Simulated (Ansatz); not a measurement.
# Effect of isotropic strain +1.08 % on P

The parent structure is P in the black-P type structure (space group Cmce, No. 64; a = 3.302 Å, b = 10.691 Å, c = 4.467 Å; layered, stacked along the Cartesian y axis).

It is then changed as follows: the cell is scaled by 1.0108 in all directions, atoms relaxed at fixed cell.

Computed with r2SCAN+rVV10 (Ansatz, an electronic-structure program), scalar-relativistic without spin-orbit coupling, earlier PAW set. Γ-centred 10×10×8 mesh, Fermi–Dirac width 0.05 eV.

| quantity | base | changed | shift |
|---|---|---|---|
| volume per atom | 19.71 Å³ | 20.36 Å³ | +0.65 Å³ |
| shortest interatomic distance | 4.182 bohr | 4.203 bohr | +0.021 bohr |
| energy relative to the base (free energy F) | 0 meV/atom | +2.8 meV/atom | +2.8 meV/atom |
| pressure (mean of the normal stresses, compression positive) | 0.0 GPa | -1.4 GPa | -1.4 GPa |
| band gap | zero | 0.18 eV | – |
| electron mass | – | 1.2 mₑ along a, 0.17 mₑ along b, 0.059 mₑ along c (at Y) | – |
| hole mass | – | 1.2 mₑ along a, 0.34 mₑ along b, 0.057 mₑ along c (at Y) | – |
| largest internal atomic displacement | – | 0.018 Å | – |

Effective masses come from finite differences of ±0.01 Å⁻¹. Stability against distortions was not tested. Gaps under 0.05 eV, about the width of the smearing, are given as zero. The zero or small gap of P can change with the level of theory.
